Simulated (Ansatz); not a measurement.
```xyz
4
Lattice="3.1257 0.0000 0.0000 -1.5629 2.7070 0.0000 0.0000 0.0000 5.0094" Properties=species:S:1:pos:R:3 pbc="T T T"
Al     0.0000     1.8046     0.0010
Al     1.5629     0.9023     2.5057
N      0.0000     1.8046     1.9126
N      1.5629     0.9023     4.4173
```

No spin polarisation.

Computed with Kohn–Sham DFT with the PBE functional, run in Ansatz (an electronic-structure program) with PAW and 420 eV plane waves, spin-orbit coupling left out. Settings: 12×12×7 k-points, 0.05 eV Fermi–Dirac smearing.

**Question.** Predict the valence-band top at Γ and band gap.

**Answer.** 
* **Valence-band top at Γ (three highest levels, from the VBM)**: 0.00, -0.21, -0.21 eV
* **Band gap**: 4.07 eV

Load acts through the strain it causes; cell and atoms are relaxed under it. No phonon test of stability was made. The cell was made from AlN in the wurtzite structure (space group P6_3mc, No. 186) by this change: pressure 0.9 GPa.
